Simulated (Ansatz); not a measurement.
zincblende AlAs (F-43m) under uniaxial stress along [110]

Cell and atoms are relaxed with PBEsol to each stress (compression positive); bands and masses by PBEsol with spin-orbit coupling, rigid bands (plane waves, PAW; Ansatz, a quantum-chemistry and plane-wave program). Strains are changes of length against the unloaded cell.

```cif
data_AlAs
_chemical_formula_sum 'Al1 As1'
_space_group_name_H-M_alt 'P 1'
_space_group_IT_number 1
_cell_length_a 4.01270
_cell_length_b 4.01270
_cell_length_c 4.01270
_cell_angle_alpha 60.000
_cell_angle_beta 60.000
_cell_angle_gamma 60.000
loop_
_space_group_symop_operation_xyz
  'x, y, z'
loop_
_atom_site_label
_atom_site_type_symbol
_atom_site_fract_x
_atom_site_fract_y
_atom_site_fract_z
_atom_site_occupancy
Al1 Al 0.00000 0.00000 0.00000 1
As1 As 0.75000 0.75000 0.75000 1
```

```tsv
stress (GPa)	strain [110] (%)	strain [1−10] (%)	strain [00−1] (%)	gap (eV)	mean mₑ*
-2.00	1.97	-0.04	-0.99	1.122	0.34
-1.00	0.96	-0.02	-0.48	1.191	0.33
0	0	0	0	1.247	0.33
1.00	-0.93	0.02	0.45	1.191	0.33
2.00	-1.82	0.05	0.87	1.125	0.33
```

[110] is the direction of the load. Masses are conductivity masses at 300 K in electron masses, harmonic means over x, y and z.

Problem. From the two loads next to zero, find the Young modulus and the ratio of transverse to axial strain, taking [1−10].

Solution. Between -1.00 and 1.00 GPa the strain along [110] changes by -1.89 % and that along [1−10] by 0.04 %. The modulus is 2.00/0.0189 = 106 GPa and the ratio of the strains 0.02 (PBEsol, atoms relaxed).

Problem. How fast does the gap move on either side of zero load?

Solution. Under tension, (1.191 − 1.247) eV over -1.00 GPa = 56 meV/GPa, or about -5.8 eV per unit strain; under compression, (1.191 − 1.247) eV over 1.00 GPa = -56 meV/GPa, or about 6.0 eV per unit strain. The two slopes part by 112 meV/GPa; gaps are resolved to about 0.01 eV, which allows 20 meV/GPa, so they differ, even in sign: the gap has a turning point near zero load.

Masses are those of dilute carriers in rigid bands with one relaxation time, without polarons. Third decimals of gaps are kept for the arithmetic. Every relaxation keeps the zincblende phase (space group Imm2 under this load), so a transition, a distortion that breaks the symmetry or fracture can't show.
